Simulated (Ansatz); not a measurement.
Element substitutions in hypothetical rock salt ZrSi

Start from ZrSi in the rock salt structure (space group Fm-3m, No. 225; a = 5.342 Å; a hypothetical phase, not in the database extracts checked).

Each row replaces one element on all its sites; cell and atoms are relaxed.

The values are results of DFT with PBEsol, PAW potentials and a 420 eV plane-wave cutoff in Ansatz (a first-principles code), no SOC, earlier PAW set, not measurements.

```tsv
change	shortest interatomic distance	density
base	2.671 Å	5.20 g/cm³
Si → Mg	2.854 Å	4.12 g/cm³
Si → Pb	2.935 Å	9.81 g/cm³
Si → Os	2.678 Å	12.17 g/cm³
```

Whether these cells are dynamically stable was not tested. As relaxed here, MgZr, ZrPb and ZrOs are hypothetical phases, not in the database extracts checked. All final runs are without spin polarisation. MgZr has a high density of states at the Fermi level and may be magnetic at this level.
